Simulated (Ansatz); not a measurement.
Take CdSe in the zinc blende structure (space group F-43m, No. 216; a = 6.007 Å) as the base. Axes: x, y, z lie along the cube axes.

Computed with LDA in Ansatz (plane waves to 420 eV, PAW, no SOC).

For the base:

The pressure is 0.00 GPa.

Modification: biaxial strain +0.83 %, plane normal [111], relaxed out of plane (Cartesian); in-plane vectors clamped, the third vector and the atoms free.

Task: What does the calculation give for the energy relative to the base, ratio −ε⊥/ε∥ and pressure after the change?

Result: The energy grows by 1.1 meV/atom; the ratio −ε⊥/ε∥ amounts to 0.92; the pressure (mean of the normal stresses, compression positive) goes from zero to -0.51 GPa.

No phonon test of stability was made.

Ansatz is a program for electronic structure.
